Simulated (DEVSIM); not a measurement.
Structure: Al0.2Ga0.8As/GaAs p-n heterojunction, at 300 K.

Layer 1 from the left is Al0.2Ga0.8As, thickness (μm) 0.450, Na (cm⁻³) 3.9e15, τn (s) 3.5e-9, τp (s) 3.5e-9. Layer 2 from the left is GaAs, thickness (μm) 0.270, Nd (cm⁻³) 1.2e15, τn (s) 3.5e-9, τp (s) 3.5e-9.

Left contact: ohmic. Right contact: ohmic. Voltage is applied to the left contact. Recombination: SRH at mid-gap, radiative. Mobility is μmin + (μ − μmin)/(1 + (N/Nref)^α).

This is a model device: material constants are rounded textbook-type values typed into the input, and sizes, dopings and lifetimes were drawn at random. Values at 300 K.

Al0.2Ga0.8As: gap (eV) 1.6734, affinity (eV) 3.912, permittivity 12.33, Nc (cm⁻³) 6.04e17, Nv (cm⁻³) 9e18, μn (cm²/Vs) 4980, μp (cm²/Vs) 250, μn,min 500, μp,min 20, Nref,n 6e16, Nref,p 1.5e17, αn 0.39, αp 0.38, B (cm³/s) 2e-10. GaAs: gap (eV) 1.424, affinity (eV) 4.07, permittivity 12.9, Nc (cm⁻³) 4.7e17, Nv (cm⁻³) 9e18, μn (cm²/Vs) 8500, μp (cm²/Vs) 400, μn,min 500, μp,min 20, Nref,n 6e16, Nref,p 1.5e17, αn 0.39, αp 0.38, B (cm³/s) 2e-10.

DEVSIM, 1D drift-diffusion, Boltzmann statistics, complete ionisation; no tunnelling, impact ionisation, image-force lowering or self-heating. Band offsets follow the typed affinities; no thermionic-emission limit at abrupt steps, no polarisation charge.

Task: What does the simulation give for the dark forward voltage at 100 A/cm², the potential step across the device at zero bias?

Result: dark forward voltage at 100 A/cm² 1.125 V; potential step across the device at zero bias 1.161 V.
